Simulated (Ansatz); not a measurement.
Partial pair distribution functions of a relaxed model of amorphous Si30C12N24, broadened by 0.06 Å; density 2.83 g/cm³. Level of theory: PBE, scalar-relativistic without spin-orbit coupling (plane waves to 420 eV, PAW; Ansatz, a program for electronic structure).

The cell was made by melting and quenching with the CHGNet potential and then relaxed with DFT. N atoms were pushed apart under 1.9 Å during the dynamics, to hinder bonds among them. The hot cell started wider than the set density and was brought back towards it in steps. It is the lowest in DFT energy of 2 quenches. It is a model cell: composition and starting density were chosen by hand, and all elements were melted together. No dispersion term was used. Its density started from a set value of 2.83 and ended at 2.83 g/cm³. Cooling (nominally 120 K/ps over its main leg) ran many orders faster than in experiment, which tends to leave more defects and strain. Values belong to this one cell and scatter from quench to quench. The volume was held where the preparation left it and the shape relaxed, at a PBE pressure of -1.0 GPa (tension). Stress components on the final sampling reach 1.4 GPa. On a 2×2×2 Γ-centred mesh force components of up to 0.21 eV/Å stay, since the relaxation ran on the zone centre alone.

| r (Å) | g Si-N | g Si-C | g Si-Si | g C-C |
|---|---|---|---|---|
| 1.15 | 0.00 | 0.00 | 0.00 | 0.01 |
| 1.25 | 0.00 | 0.00 | 0.00 | 0.76 |
| 1.35 | 0.00 | 0.00 | 0.00 | 5.08 |
| 1.45 | 0.00 | 0.00 | 0.00 | 6.80 |
| 1.55 | 0.07 | 0.00 | 0.00 | 3.65 |
| 1.65 | 2.97 | 0.02 | 0.00 | 0.31 |
| 1.75 | 10.68 | 1.27 | 0.00 | 0.00 |
| 1.85 | 4.93 | 6.48 | 0.00 | 0.00 |
| 1.95 | 0.81 | 5.51 | 0.00 | 0.00 |
| 2.05 | 0.16 | 2.02 | 0.04 | 0.00 |
| 2.15 | 0.06 | 0.24 | 0.20 | 0.00 |
| 2.25 | 0.00 | 0.02 | 0.14 | 0.00 |
| 2.35 | 0.00 | 0.18 | 0.50 | 0.01 |
| 2.45 | 0.00 | 0.10 | 0.88 | 0.35 |
| 2.55 | 0.00 | 0.01 | 0.87 | 1.28 |
| 2.65 | 0.06 | 0.12 | 0.96 | 1.94 |
| 2.75 | 0.27 | 0.83 | 1.00 | 1.27 |
| 2.85 | 0.39 | 1.38 | 2.07 | 0.08 |
| 2.95 | 0.31 | 0.95 | 2.47 | 0.03 |
| 3.05 | 0.70 | 0.87 | 2.60 | 0.59 |
| 3.15 | 0.75 | 0.61 | 2.40 | 1.72 |
| 3.25 | 1.07 | 0.57 | 1.94 | 2.59 |
| 3.35 | 1.28 | 0.52 | 1.24 | 1.89 |
| 3.45 | 1.22 | 0.72 | 0.71 | 1.26 |
| 3.55 | 1.13 | 1.03 | 0.40 | 0.58 |
| 3.65 | 1.34 | 1.44 | 0.54 | 0.06 |
| 3.75 | 1.29 | 1.62 | 0.67 | 0.05 |
| 3.85 | 1.29 | 1.38 | 0.59 | 0.52 |
| 3.95 | 1.20 | 0.91 | 0.65 | 0.54 |
| 4.05 | 0.96 | 0.84 | 0.70 | 0.34 |
| 4.15 | 1.31 | 1.03 | 0.68 | 0.50 |
| 4.25 | 1.34 | 0.99 | 0.61 | 0.98 |
| 4.35 | 1.47 | 1.40 | 0.53 | 1.12 |
| 4.45 | 1.58 | 1.53 | 0.81 | 0.86 |
| 4.55 | 1.23 | 1.29 | 1.20 | 0.74 |

Within 2.20 Å each Si has 2.40 N neighbours on average.
